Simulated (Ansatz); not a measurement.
## CdSe under a change: uniaxial strain ε_zz = +3.00 %

The parent structure is CdSe in the wurtzite structure (space group P6_3mc, No. 186; a = 4.248 Å, c = 6.941 Å). Axes: x lies along a and z along c of the hexagonal cell.

Now apply this change: uniaxial strain ε_zz = +3.00 %, all other strain components held at zero; the atoms relax in the strained cell.

The values are results of LDA (Ansatz, a first-principles code, PAW, scalar-relativistic without spin-orbit coupling), not measurements. k-mesh 9×9×5 (Γ-centred); smearing 0.05 eV (Fermi–Dirac).

- Volume per atom: 27.93 Å³ (base 27.11 Å³)
- Space group: P6_3mc (No. 186) (base P6_3mc (No. 186))
- Energy relative to the base (free energy F): +6.8 meV/atom
- Pressure (mean of the normal stresses, compression positive): -16.3 kbar (base 0.0 kbar)
- Band gap: 0.34 eV (base 0.46 eV)
- Gap character: direct at Γ (base direct at Γ)
- Electron mass: 0.045 mₑ along z, 0.039 mₑ across (at Γ) (base 0.047 mₑ (at Γ))
- Valence-band top at Γ (three highest levels, from the VBM): 0.00, 0.00, -0.19 eV (base 0.00, 0.00, -0.07 eV)
- Largest internal atomic displacement: 0.021 Å
- Stress (xx, yy, zz, yz, xz, xy; compression positive): (-1.12, -1.12, -2.63, 0.00, 0.00, 0.00) GPa

Final structure:

```yaml
crystal:
  lattice:
    - [4.24755, 0.00000, 0.00000]
    - [-2.12377, 3.67848, 0.00000]
    - [0.00000, 0.00000, 7.14919]
  atoms:
    - { symbol: Cd, position: [0.33333, 0.66667, 0.00322] }
    - { symbol: Cd, position: [0.66667, 0.33333, 0.50322] }
    - { symbol: Se, position: [0.33333, 0.66667, 0.37278] }
    - { symbol: Se, position: [0.66667, 0.33333, 0.87278] }
```

Cost of the whole job for the changed cell (relaxation, final SCF and bands): roughly 80 core-seconds.

Masses are band curvatures over ±0.01 Å⁻¹ around the edge. Whether these cells are dynamically stable was not tested.
